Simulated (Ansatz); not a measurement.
Results of RPBE in Ansatz (PAW) for L1₂ (Cu3Au-type) Ni₃Si.

Run with plane-wave cutoff 520 eV, 16×16×16 k mesh, Fermi–Dirac smearing 0.05 eV, no spin polarisation, scalar-relativistic PAW data made under PBE.

Pressure at four volumes; x = ln(V/11.030 Å³). One pressure is withheld.

```
V (Å³/atom)        x  P (GPa)
-----------  -------  -------
10.368       -0.0619        ?
10.589       -0.0408     8.90
11.030        0.0000    -0.01
11.692        0.0583   -10.04
```

### Question
Pass a parabola P(x) through the three rows shown, estimate the bulk modulus and its pressure derivative near zero pressure, and predict the withheld pressure.

### Answer
Slopes between the rows: (-0.01 − (8.90))/(0.0000 − (-0.0408)) = -218.38 and (-10.04 − (-0.01))/(0.0583 − (0.0000)) = -172.04 GPa. Their difference over the span 0.0991 is c = 46.34/0.0991 = 467.6 GPa, so P(x) = 8.90 + (-218.38)(x − (-0.0408)) + 467.6 (x − (-0.0408))(x − (0.0000)). At the middle row B = −dP/dx = −[-218.38 + 467.6 × 0.0408] = 199.3 GPa, and B′ = dB/dP = 2c/B = 4.7. At x = -0.0619 the parabola gives 14.12 GPa; the run gives 14.19 GPa. The Birch–Murnaghan fit to the energies at all volumes has B0 = 198 GPa and B′ = 4.8.

Ansatz is a quantum-chemistry and plane-wave program.
